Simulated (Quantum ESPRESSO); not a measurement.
Input and output of a self-consistent single point for Ca₆Br₂N₃Cl (P-3m1, 12 atoms in the cell) (Quantum ESPRESSO).

Method of the run: LDA (PW92), PseudoDojo standard norm-conserving (LDA) pseudopotentials (plane waves; Quantum ESPRESSO).

```xyz
12
Lattice="3.7008 0.0000 0.0000 -1.8504 3.2050 0.0000 0.0000 0.0000 20.5145" Properties=species:S:1:pos:R:3 pbc="T T T"
Ca     1.8504     1.0683     2.1093
Ca     0.0000     2.1366    18.4052
Ca     0.0000     2.1366     9.0391
Ca     1.8504     1.0683    11.4754
Ca     0.0000     0.0000    15.9513
Ca     0.0000     0.0000     4.5632
Br     1.8504     1.0683     6.8090
Br     0.0000     2.1366    13.7055
N      0.0000     2.1366     3.3373
N      1.8504     1.0683    17.1772
N      0.0000     0.0000    10.2573
Cl     0.0000     0.0000     0.0000
```

Reference input (self-consistent single point, DFT, LDA (PW92), plane waves, PseudoDojo standard norm-conserving (LDA) pseudopotentials): ecutwfc = 85 Ry; occupations = smearing; smearing = gauss; degauss = 0.0036749 Ry; potentials = {Ca: Ca.upf, Br: Br.upf, N: N.upf, Cl: Cl.upf}; K_POINTS = automatic 4 4 1 0 0 0; conv_thr = 1e-10 Ry. This run's input differs from it in these lines:

```diff
@@ -12,3 +12,3 @@
    ntyp = 4
-   ecutwfc = 85
+   ecutwfc = 51
    occupations = 'smearing'
```

Log, with long lists cut:

```
     Self-consistent Calculation

     iteration #  1     ecut=    51.00 Ry     beta= 0.70

     total energy              =    -621.12839875 Ry
     estimated scf accuracy    <       3.98604443 Ry

     iteration #  2     ecut=    51.00 Ry     beta= 0.70

     total energy              =    -619.42118243 Ry
     estimated scf accuracy    <      24.34006232 Ry

     iteration #  3     ecut=    51.00 Ry     beta= 0.70

     total energy              =    -623.57311311 Ry
     estimated scf accuracy    <       0.30276335 Ry

   [... 14 blocks of this kind left out ...]

     iteration # 18     ecut=    51.00 Ry     beta= 0.70

     total energy              =    -623.53869869 Ry
     estimated scf accuracy    <          2.2E-10 Ry

     iteration # 19     ecut=    51.00 Ry     beta= 0.70
     End of self-consistent calculation

     the Fermi energy is     8.1746 ev

!    total energy              =    -623.53869869 Ry
     estimated scf accuracy    <          3.9E-11 Ry
     smearing contrib. (-TS)   =      -0.00000000 Ry
     internal energy E=F+TS    =    -623.53869869 Ry

     convergence has been achieved in  19 iterations

     Forces acting on atoms (cartesian axes, Ry/au):

     atom    1 type  1   force =     0.00000000    0.00000000    0.00458179
     atom    2 type  1   force =    -0.00000000   -0.00000000   -0.00458179
     atom    3 type  1   force =     0.00000000   -0.00000000    0.00545657
     atom    4 type  1   force =    -0.00000000   -0.00000000   -0.00545657
     atom    5 type  1   force =    -0.00000000   -0.00000000    0.00749008
   [... lines left out ...]

     Total force =     0.014755     Total SCF correction =     0.000016

          total   stress  (Ry/bohr**3)                   (kbar)     P=      -92.43
  -0.00062731   0.00000000   0.00000000          -92.28        0.00        0.00
   0.00000000  -0.00062731   0.00000000            0.00      -92.28        0.00
   0.00000000   0.00000000  -0.00063036            0.00        0.00      -92.73

   JOB DONE.
```

The run converged in 19 iterations. Against the reference run the free energy rises by 90.1 meV/atom, the pressure goes from -5.34 to -9.24 GPa, the largest force hardly changes (0.196 to 0.193 eV/Å) and the gap on the mesh hardly changes (2.325 to 2.328 eV). The full log also holds: “c_bands:  2 eigenvalues not converged”.

The starting cell comes from a database of computed structures (which also holds hypothetical and non-ambient phases and stackings), without a prior relaxation at this level. At the lowered cutoff the pressure carries the error of an incomplete plane-wave basis.

Cost on one core of a shared machine: roughly 2 min.
